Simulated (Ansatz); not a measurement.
Input and output of a self-consistent single point for Cs (Im-3m, 1 atom in the cell) (Ansatz, a first-principles code).

Method: PBEsol, harder PAW files (source: ansatz) made with PBE (plane waves; Ansatz).

```xyz
1
Lattice="-3.0347 3.0347 3.0347 3.0347 -3.0347 3.0347 3.0347 3.0347 -3.0347" Properties=species:S:1:pos:R:3 pbc="T T T"
Cs     0.0000     0.0000     0.0000
```

Reference input (self-consistent single point, DFT, PBEsol, plane waves, default PAW files made with PBE): basis.ecutwfc = 30.9 Ry; kpoints.mp_grid.grid = 8 8 8; hamiltonian.xc = pbesol; hamiltonian.pseudopotentials = {kind: paw} (the program's default PAW files); scf.occupations.method = gaussian; scf.occupations.width = 0.0073 Ry. This run's input differs from it in these lines:

Ansatz 0.2 input:
```diff
@@ -8,3 +8,3 @@
 basis:
-  ecutwfc: 30.9 Ry
+  ecutwfc: 32.3 Ry
 kpoints:
@@ -16,2 +16,3 @@
     kind: paw
+    source: ansatz
 scf:
```

The program printed (abridged):

```
SCF iter   1: F=—  HF=-5609.235021 eV  |F-HF|=—  |Δ(HF+E_count)|=         —  Δρ=2.08e-3  dr2=1.81e-2  ethr=3.10e-3  ⟨swp⟩=12.2  Hψ=3585  notcnv=0
all-band conjugate gradients solve this SCF's bands
preconditioner: auto → Kerker (q_TF=auto, 1.793 Å⁻¹)
SCF iter   2: F=—  HF=-5609.230411 eV  |F-HF|=—  |Δ(HF+E_count)|=   4.61e-3  Δρ=1.43e-3  dr2=9.35e-3  ethr=2.01e-4  ⟨swp⟩=2.7  Hψ=754  notcnv=0  defer=5
   [... lines left out ...]
SCF iter   4: F=—  HF=-5609.228635 eV  |F-HF|=—  |Δ(HF+E_count)|=   4.06e-4  Δρ=6.39e-4  dr2=5.73e-4  ethr=8.82e-6  ⟨swp⟩=3.2  Hψ=519  notcnv=0  defer=5
SCF iter   5: F=—  HF=-5609.228390 eV  |F-HF|=—  |Δ(HF+E_count)|=   2.46e-4  Δρ=4.70e-5  dr2=3.42e-6  ethr=6.37e-6  ⟨swp⟩=2.9  Hψ=482  notcnv=0  defer=5
SCF iter   6: F=—  HF=-5609.228391 eV  |F-HF|=—  |Δ(HF+E_count)|=   1.62e-6  Δρ=1.29e-5  dr2=2.79e-7  ethr=3.80e-8  ⟨swp⟩=3.5  Hψ=513  notcnv=0  defer=5
SCF iter   7: F=-5609.228392 eV  HF=-5609.228392 eV  |F-HF|=5.35e-9  |Δ(HF+E_count)|=   3.52e-7  Δρ=3.83e-6  dr2=8.25e-9  ethr=1.11e-9  ⟨swp⟩=13.0  Hψ=2258  notcnv=0
SCF 1 converged in 7 iterations: F = -5609.228392 eV  dr2 = 8.25e-9
Free energy (F): -5609.228392 eV
Internal energy: -5609.218316 eV  (E = F + TS)
E sigma→0 (E₀):  -5609.223354 eV
Entropy (-TS):   -0.010076 eV (-10.076 meV/atom)
Fermi energy:    2.280192 eV
--- Forces (eV/Å), atoms counted from 1 ---
  atom   1  Cs     0.00000000    -0.00000000    -0.00000000
--- Stress (GPa, compression-positive) ---
       -0.054586       0.000000       0.000000
        0.000000      -0.054586      -0.000000
       -0.000000      -0.000000      -0.054586
  P = ⅓ Tr σ = -0.0546 GPa (-0.546 kbar)
  The stress holds the Pulay correction. Without it, at fixed plane waves, as pw.x and ABINIT print it: P = -0.0768 GPa
```

The run converged in 7 iterations. Against the reference run the pressure hardly changes (-0.06 to -0.05 GPa).

The starting cell has typed, rounded lattice constants, without a prior relaxation at this level. Its lattice was rescaled by up to half a per cent. Ansatz's pressure includes its estimate of the finite-basis (Pulay) stress. The cutoff lies below the one recommended for these files.
